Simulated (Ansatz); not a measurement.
GaN: response to strain

The reference is GaN in the wurtzite structure (space group P6_3mc, No. 186; a = 3.1518 Å, c = 5.1383 Å). Axes: x lies along a and z along c of the hexagonal cell.

Strains are applied to the cell and any free atomic positions relax.

Computed with LDA (Ansatz, a program for electronic structure; PAW; 420 eV plane waves; scalar-relativistic without spin-orbit coupling).

| variant | band gap | shortest interatomic distance |
|---|---|---|
| base | 2.13 eV | 1.927 Å |
| uniaxial strain ε_xx = −3.00 % | 2.16 eV | 1.905 Å |
| uniaxial strain ε_xx = −2.40 % | 2.16 eV | 1.909 Å |
| uniaxial strain ε_xx = −1.80 % | 2.15 eV | 1.913 Å |
| uniaxial strain ε_xx = −1.20 % | 2.15 eV | 1.918 Å |
| uniaxial strain ε_xx = −0.60 % | 2.14 eV | 1.923 Å |

Stability against distortions was not tested.
